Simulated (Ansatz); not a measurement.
Surface: Si(100) 2x1 dimer surface, one row of 4 dimers, 5 layers, bottom layer H-capped and fixed, every top atom capped by Br; cell 7.7 x 15.3 Å; about 7 Å thick over its heavy atoms, 24 atoms held; the lower dihydride is canted and the layers over it are shifted sideways by a few tenths of an Å, alike in all states. Computed with PBE-D3(BJ) (plane waves to 420 eV, PAW; Ansatz, a quantum-chemistry and plane-wave program). k mesh 2 x 1 x 1. The slab states were run without spin polarisation. No spin-orbit coupling. Slab thickness, cell and mesh are as stated and are not converged limits. Barriers come from a climbing-image nudged elastic band between relaxed ends, or a saddle search from its top (force threshold 0.05 eV/Å), without zero-point or thermal terms. A partial Hessian shows a single imaginary mode at the top, within the atoms moved. The relaxed ends are local minima reached from one prepared geometry each.

Structure at the top of the path for: SiH4 swaps its H for the surface Br.

```yaml
crystal:
  lattice:
    - [7.66716, 0.00000, 0.00000]
    - [0.00000, 15.33432, 0.00000]
    - [0.00000, 0.00000, 25.00000]
  atoms:
    - { symbol: Si, position: [0.21765, 0.04290, 0.30326] }
    - { symbol: Si, position: [0.22321, 0.29247, 0.30408] }
    - { symbol: Si, position: [0.53146, 0.04271, 0.30275] }
    - { symbol: Si, position: [0.53735, 0.29076, 0.30133] }
    - { symbol: Si, position: [0.13617, 0.16795, 0.25558] }
    - { symbol: Si, position: [0.13620, 0.41641, 0.25545] }
    - { symbol: Si, position: [0.61326, 0.16657, 0.25317] }
    - { symbol: Si, position: [0.61342, 0.42324, 0.25952] }
    - { symbol: Si, position: [0.37282, 0.16014, 0.19585] }
    - { symbol: Si, position: [0.37933, 0.41146, 0.19825] }
    - { symbol: Si, position: [0.87621, 0.16569, 0.20456] }
    - { symbol: Si, position: [0.87141, 0.41622, 0.20639] }
    - { symbol: Si, position: [0.37404, 0.03481, 0.14301] }
    - { symbol: Si, position: [0.37537, 0.28593, 0.14422] }
    - { symbol: Si, position: [0.87587, 0.04088, 0.14906] }
    - { symbol: Si, position: [0.87446, 0.29157, 0.14971] }
    - { symbol: Si, position: [0.12500, 0.06250, 0.09527] }
    - { symbol: Si, position: [0.12500, 0.31250, 0.09527] }
    - { symbol: Si, position: [0.62500, 0.06250, 0.09527] }
    - { symbol: Si, position: [0.62500, 0.31250, 0.09527] }
    - { symbol: H, position: [0.11104, 0.02466, 0.04030] }
    - { symbol: H, position: [0.12457, 0.15929, 0.08669] }
    - { symbol: H, position: [0.11103, 0.27588, 0.04000] }
    - { symbol: H, position: [0.12463, 0.40948, 0.08762] }
    - { symbol: H, position: [0.63900, 0.02465, 0.04030] }
    - { symbol: H, position: [0.62549, 0.15929, 0.08668] }
    - { symbol: H, position: [0.63900, 0.27588, 0.04000] }
    - { symbol: H, position: [0.62543, 0.40948, 0.08763] }
    - { symbol: Br, position: [0.62425, 0.03103, 0.38709] }
    - { symbol: Br, position: [0.12004, 0.04212, 0.38744] }
    - { symbol: Br, position: [0.13953, 0.29248, 0.38979] }
    - { symbol: Br, position: [0.65086, 0.25833, 0.38177] }
    - { symbol: Si, position: [0.20958, 0.54232, 0.30376] }
    - { symbol: Si, position: [0.22179, 0.79343, 0.30340] }
    - { symbol: Si, position: [0.52077, 0.54937, 0.31272] }
    - { symbol: Si, position: [0.53603, 0.79506, 0.30093] }
    - { symbol: Si, position: [0.13625, 0.66813, 0.25556] }
    - { symbol: Si, position: [0.13605, 0.91773, 0.25519] }
    - { symbol: Si, position: [0.61582, 0.66636, 0.25681] }
    - { symbol: Si, position: [0.61291, 0.91964, 0.25306] }
    - { symbol: Si, position: [0.37712, 0.65988, 0.19757] }
    - { symbol: Si, position: [0.37290, 0.91089, 0.19564] }
    - { symbol: Si, position: [0.87478, 0.66535, 0.20525] }
    - { symbol: Si, position: [0.87587, 0.91585, 0.20440] }
    - { symbol: Si, position: [0.37528, 0.53475, 0.14407] }
    - { symbol: Si, position: [0.37521, 0.78407, 0.14378] }
    - { symbol: Si, position: [0.87531, 0.54041, 0.14961] }
    - { symbol: Si, position: [0.87474, 0.79038, 0.14934] }
    - { symbol: Si, position: [0.12500, 0.56250, 0.09527] }
    - { symbol: Si, position: [0.12500, 0.81250, 0.09527] }
    - { symbol: Si, position: [0.62500, 0.56250, 0.09527] }
    - { symbol: Si, position: [0.62500, 0.81250, 0.09527] }
    - { symbol: H, position: [0.11104, 0.52466, 0.04030] }
    - { symbol: H, position: [0.12457, 0.65929, 0.08669] }
    - { symbol: H, position: [0.11103, 0.77588, 0.04000] }
    - { symbol: H, position: [0.12463, 0.90948, 0.08762] }
    - { symbol: H, position: [0.63900, 0.52465, 0.04030] }
    - { symbol: H, position: [0.62549, 0.65929, 0.08668] }
    - { symbol: H, position: [0.63900, 0.77588, 0.04000] }
    - { symbol: H, position: [0.62543, 0.90948, 0.08763] }
    - { symbol: Br, position: [0.59076, 0.46715, 0.39463] }
    - { symbol: Br, position: [0.08719, 0.54153, 0.38579] }
    - { symbol: Br, position: [0.13248, 0.79444, 0.38856] }
    - { symbol: Br, position: [0.65296, 0.79966, 0.38281] }
    - { symbol: Si, position: [0.50440, 0.60870, 0.43597] }
    - { symbol: H, position: [0.49640, 0.62172, 0.36368] }
    - { symbol: H, position: [0.45070, 0.55576, 0.48367] }
    - { symbol: H, position: [0.68546, 0.64048, 0.44340] }
    - { symbol: H, position: [0.37071, 0.67908, 0.43273] }
```

| Item | Result |
|---|---|
| Forward barrier | 1.77 eV |
| Backward barrier | 1.84 eV |
| Path length | 14.25 Å |
| Band iterations | 17 |
| Movable images | 7 |
| Barrier without the D3 term at these geometries | 2.05 eV |
